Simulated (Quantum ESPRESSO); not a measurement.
# Quick settings and what they miss: CdH₂O₂ (P-3m1, 5 atoms in the cell)

Self-consistent single point.

```yaml
crystal:
  lattice:
    - [3.59744, 0.00000, 0.00000]
    - [-1.79872, 3.11548, 0.00000]
    - [0.00000, 0.00000, 4.75116]
  atoms:
    - { symbol: Cd, position: [0.00000, 0.00000, 0.00000] }
    - { symbol: H, position: [0.66667, 0.33333, 0.55096] }
    - { symbol: H, position: [0.33333, 0.66667, 0.44904] }
    - { symbol: O, position: [0.66667, 0.33333, 0.75937] }
    - { symbol: O, position: [0.33333, 0.66667, 0.24063] }
```

Level of theory: PBEsol, GBRV 1.5 ultrasoft (PBESOL) pseudopotentials (plane waves; Quantum ESPRESSO).

Base settings: ecutwfc = 40 Ry; ecutrho = 200 Ry; occupations = fixed; potentials = {Cd: cd_pbesol_v1.uspp.F.UPF, H: h_pbesol_v1.4.uspp.F.UPF, O: o_pbesol_v1.2.uspp.F.UPF}; K_POINTS = automatic 7 7 5 0 0 0; nbnd = 17; conv_thr = 1e-11 Ry; mixing_beta = 0.7.

Tight run (finer mesh or higher cutoff; not a proven limit): ecutwfc: 40 Ry → 56 Ry; ecutrho: 200 Ry → 280 Ry; conv_thr: 1e-11 Ry → 7.3e-11 Ry; K_POINTS: automatic 7 7 5 0 0 0 → automatic 10 10 7 0 0 0. It gave top of the valence band (on the code's own zero) 3.90 eV; gap on the k-point mesh 1.42 eV; pressure -6.74 GPa; largest force (vector length) 0.393 eV/Å.

Quick runs, as changes from the base:
- A: the base itself
- B: ecutwfc: 40 Ry → 24 Ry; ecutrho: 200 Ry → 120 Ry; K_POINTS: automatic 7 7 5 0 0 0 → automatic 6 6 6 0 0 0
- C: conv_thr: 1e-11 Ry → 7.3e-05 Ry; K_POINTS: automatic 7 7 5 0 0 0 → automatic 4 4 4 1 1 1
- D: ecutwfc: 40 Ry → 32 Ry; ecutrho: 200 Ry → 160 Ry; pseudopotentials: {Cd: cd_pbesol_v1.uspp.F.UPF, H: h_pbesol_v1.4.uspp.F.UPF, O: o_pbesol_v1.2.uspp.F.UPF} → {Cd: cd_lda_v1.uspp.F.UPF, H: h_lda_v1.4.uspp.F.UPF, O: o_lda_v1.2.uspp.F.UPF}; K_POINTS: automatic 7 7 5 0 0 0 → automatic 6 6 6 0 0 0 [LDA (PZ)]
- E: ecutwfc: 40 Ry → 24 Ry; ecutrho: 200 Ry → 120 Ry; pseudopotentials: {Cd: cd_pbesol_v1.uspp.F.UPF, H: h_pbesol_v1.4.uspp.F.UPF, O: o_pbesol_v1.2.uspp.F.UPF} → {Cd: cd_lda_v1.uspp.F.UPF, H: h_lda_v1.4.uspp.F.UPF, O: o_lda_v1.2.uspp.F.UPF}; K_POINTS: automatic 7 7 5 0 0 0 → automatic 3 3 3 0 0 0 [LDA (PZ)]
- F: ecutwfc: 40 Ry → 28 Ry; ecutrho: 200 Ry → 140 Ry; pseudopotentials: {Cd: cd_pbesol_v1.uspp.F.UPF, H: h_pbesol_v1.4.uspp.F.UPF, O: o_pbesol_v1.2.uspp.F.UPF} → {Cd: cd_lda_v1.uspp.F.UPF, H: h_lda_v1.4.uspp.F.UPF, O: o_lda_v1.2.uspp.F.UPF}; K_POINTS: automatic 7 7 5 0 0 0 → automatic 4 4 4 0 0 0 [LDA (PZ)]

Dashes: pressure of C, not trusted under this conv_thr with d or f elements; energy of D, E, F, another energy zero.

Gaps are read on each run's own mesh, which may miss the band edges.

† marks runs with another functional, U, potentials or spin treatment: their distance from the tight run is not a convergence error alone.

The count of work is k-points × plane waves × bands × iterations; it is no time. 

The starting cell comes from a database of computed structures (which also holds hypothetical and non-ambient phases and stackings), without a prior relaxation at this level. Its lattice was rescaled by a random factor within 2.5 % of one. In the base run, with a pressure of about -6 GPa the cell is away from its equilibrium volume at this level.

```tsv
run	energy less tight (meV/atom)	pressure less tight (GPa)	largest miss in a force vector (eV/Å)	gap on the mesh less tight (eV)	count of work / tight
A	12.5	0.61	0.003	0.010	0.24
B	442.8	-33.90	0.031	-0.058	0.11
C	12.1	–	0.012	0.949	0.082
D†	–	-5.83	0.278	-0.080	0.19
E†	–	-38.39	0.242	-0.087	0.022
F†	–	-13.05	0.293	-0.095	0.058
```

Among the runs at the tight run's level, the energy misses run from 12.1 to 442.8 meV/atom.
